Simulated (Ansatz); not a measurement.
## AlN: energy against strain

AlN (zinc blende, F-43m, 10.430 Å³/atom at rest) under an equal strain ε in the (001) plane with the normal axis free, as in a coherent film. r2SCAN in Ansatz, a plane-wave DFT program (PAW, default set), 500 eV, 13×13×13 Γ-centred mesh, Fermi-Dirac smearing 0.05 eV; ions are relaxed within the symmetry of each cell.

Here s stands for strain and y for E less E0.

| strain (%) | E less E0 (meV/atom) |
|---|---|
| -3.00 | ? |
| -1.50 | 4.59 |
| -1.00 | 2.01 |
| -0.50 | 0.49 |
| 0.00 | 0.00 |
| 0.50 | 0.48 |
| 1.00 | 1.89 |
| 1.50 | 4.19 |

Fit y of the 7 rows that show it with a parabola. Least squares gives y = -0.002 - 0.1036·s + 1.9519·s². Residuals (row less fit): 0.045, -0.044, -0.048, 0.002, 0.046, 0.044, -0.044; standard error 0.055 (degrees of freedom: 4). Twice the quadratic coefficient over the volume, 2 × 1.9519 meV × 10⁴ × 0.1602 / 10.430 Å³, is twice the biaxial elastic modulus of this plane = 600 ± 7 GPa.

**Question.** Predict the withheld y at s = -3.00 from the fit, and compare with the calculation.

**Answer.** y = -0.002 - 0.1036 × (-3.0) + 1.9519 × (-3.0)² = 17.876 meV/atom. The calculation gives 19.23 meV/atom, 1.354 meV/atom above the prediction (7.0 % of the range of y in the table). The row lies outside the fitted rows, so this is an extrapolation. From the scatter of the fitted rows alone, a prediction at this place has a standard error of 0.211 meV/atom, so the miss is 6.4 times that.

One order more, fitted to all 13 runs of the series, follows each within 0.01, so the miss is the next term of a smooth law. AlN is here a metastable form; wurtzite is the usual one. Rows are the converged runs of the series near zero and its far end; series whose fitted rows scatter by over a few per cent of the range, as at a crossing or softening among them, aren't shown in this form. Most that stay on the fit to the last digits aren't either.
